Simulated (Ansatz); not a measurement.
## Hypothetical cubic perovskite NaCdI3 under a change: uniaxial stress, 5 GPa compression along x

Start from NaCdI$_{3}$ in the cubic perovskite structure (space group Pm-3m, No. 221; a = 5.837 Å; a hypothetical phase, not in the database extracts checked). Axes: x, y, z lie along the cube axes.

Modification: uniaxial stress, 5 GPa compression along x, with the cell and atoms free to relax against it.

Calculations: Ansatz (a program for electronic structure) PBEsol, no spin-orbit coupling. Settings: 8×8×8 k-points, 0.05 eV Fermi–Dirac smearing.

```csv
quantity,base,changed,shift
volume per atom,39.78 Å³,38.25 Å³,-1.53 Å³
space group,Pm-3m (No. 221),P4/mmm (No. 123),–
shortest interatomic distance,2.919 Å,2.654 Å,-0.2644 Å
energy relative to the base (free energy F),0 meV/atom,+50 meV/atom,+50 meV/atom
band gap,zero,zero,–
"strain response (xx, yy, zz) (rough)",–,"(−9.06, +2.83, +2.83) %",–
```

Without a gap, meshes like the base's 8×8×8 leave anisotropic stresses uncertain by several tenths of a GPa, and small strain energies with them. With I present, leaving out spin-orbit coupling can change the band edges. Beyond what the load breaks, stability against distortions was not tested. All final runs are without spin polarisation. Many cubic perovskites are stable only at high temperature; tilts and polar distortions were not tested. A zero or small gap of NaCdI3 can be the functional's error rather than a property of the material.
